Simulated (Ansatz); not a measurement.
Data:

End structure of a constructed model of the (0001) surface of hcp Ti, a layer of Ru in place of the third plane (bottom of the slab: a bare face, its two planes held):

```
CELL_PARAMETERS angstrom
      2.93864     0.00000     0.00000
     -1.46932     2.54493     0.00000
      0.00000     0.00000    27.50000
ATOMIC_POSITIONS crystal
  Ti 0.66667 0.33333 0.29162
  Ti 0.33333 0.66667 0.37619
  Ti 0.66667 0.33333 0.46151
  Ru 0.33333 0.66667 0.53409
  Ti 0.66667 0.33333 0.60870
  Ti 0.33333 0.66667 0.68758
```

Slab: 6 atoms, 11.5 Å thick at the start; k 15x15x1, smearing 0.1 eV, dipole-corrected; 2 atoms held, the rest relaxed; start symmetry kept, larger cells not searched; no spin, no spin-orbit, no U. In PBE it is, or lies within 0.01 eV a 1x1 cell of, the lowest of the 2 structures of its composition computed so far; larger cells were not tried.

Give the work function of the top face at the level PBE (Ansatz, a program for electronic structure).

4.47 eV
